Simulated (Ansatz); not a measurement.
IrPt (model structure, Pm-3m, No. 221, 2 atoms in the cell), treated with LDA (Ansatz, an electronic-structure program, PAW).

Numerical settings: plane-wave cutoff 520 eV, 18×18×18 k mesh, Fermi–Dirac smearing 0.05 eV, no spin polarisation, scalar-relativistic PAW data made under PBE.

Cell (relaxed at this level):

```xyz
2
Lattice="3.0793 0.0000 0.0000 0.0000 3.0793 0.0000 0.0000 0.0000 3.0793" Properties=species:S:1:pos:R:3 pbc="T T T"
Ir     0.0000     0.0000     0.0000
Pt     1.5396     1.5396     1.5396
```

Task: Predict the bulk modulus.

Result: 
- bulk modulus = 331 GPa

Note: the run has no spin polarisation, so it can have missed a magnetic state; the bulk modulus is −V dP/dV from two relaxed cells at ±2 % in volume; the relaxation could raise the start's symmetry but not lower it, so the cell can be a saddle point.

Spin–orbit coupling is not included.

Computed values are for the static lattice.

A model structure was made by putting elements into a prototype or built by hand; it is no filed structure, need not be a known phase, and can be a saddle point held by its symmetry.
